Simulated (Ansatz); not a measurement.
## Habitual settings against a tight run: a (101) slab of Y2In (cut from a parent of space group no. 194; 12 atoms in the cell)

Self-consistent single point.

```
CELL_PARAMETERS angstrom
      5.32137     0.00000     0.00000
      2.66068     8.11457     0.00000
      0.00000     0.00000    19.36970
ATOMIC_POSITIONS crystal
  Y  0.80554 0.84726 0.40902
  Y  0.97490 0.50853 0.30976
  Y  0.44398 0.57038 0.42556
  Y  0.16710 0.12414 0.39247
  Y  0.46680 0.52472 0.60753
  Y  0.63617 0.18599 0.50827
  Y  0.10524 0.24785 0.62407
  Y  0.82837 0.80160 0.59098
  In 0.61334 0.23165 0.32630
  In 0.99773 0.46287 0.49173
  In 0.27461 0.90912 0.52482
  In 0.65900 0.14033 0.69024
```

Computed with LDA (PW92), PAW files made with PBE (plane waves; Ansatz, a program for electronic structure).

Base settings: basis.ecutwfc = 420 eV; kpoints.mp_grid.grid = 3 3 1; hamiltonian.xc = lda; hamiltonian.pseudopotentials = {kind: paw} (the program's default PAW files); scf.occupations.method = gaussian; scf.occupations.width = 0.2 eV.

Tight run (finer mesh or higher cutoff; not a proven limit): basis.ecutwfc: 420 eV → 590 eV; kpoints.mp_grid.grid: 3 3 1 → 5 5 1; scf.convergence.dr2_threshold: default (1e-07 eV) → 1e-09 eV. It gave Fermi level (on the code's own zero) 1.97 eV; pressure averaged over the cell with its vacuum -1.85 GPa; largest force (vector length) 1.001 eV/Å.

Quick runs, as changes from the base:
- A: the base itself
- B: basis.ecutwfc: 420 eV → 250 eV
- C: basis.ecutwfc: 420 eV → 335 eV; kpoints.mp_grid.grid: 3 3 1 → 2 2 1
- D: basis.ecutwfc: 420 eV → 295 eV; kpoints.mp_grid.grid: 3 3 1 → 4 4 1; scf.occupations.method: gaussian → fermi_dirac; scf.occupations.width: 0.2 eV → 0.272 eV; scf.convergence.dr2_threshold: default (1e-07 eV) → 0.0001 eV

Energies are extrapolated to zero smearing width, which holds to low order in the width alone.

The count of work is k-points × plane waves × bands × iterations; it is no time. 

The starting cell comes from a database of computed structures (which also holds hypothetical and non-ambient phases and stackings), without a prior relaxation at this level. The slab is cut from that crystal, and its faces are unrelaxed. Its lattice was rescaled in the plane by a random factor within 2.5 % of one. The two faces of this cut differ, and no dipole correction was used. Without a gap this mesh is coarse (it stands for a supercell whose shortest in-plane vector is 16 Å).

```
run  energy less tight (meV/atom)  largest miss in a force vector (eV/Å)  count of work / tight
---  ----------------------------  -------------------------------------  ---------------------
A                            -5.0                                  0.053                   0.23
B                           264.7                                  0.069                  0.094
C                            15.9                                  0.193                   0.12
D                            13.9                                  0.167                   0.17
```

Among the runs at the tight run's level, the energy misses run from 5.0 to 264.7 meV/atom.

Left out of this page: 2 runs of the series outside the window shown, repeating another row's setting, or not comparable.

Keys are those of Ansatz 0.2.
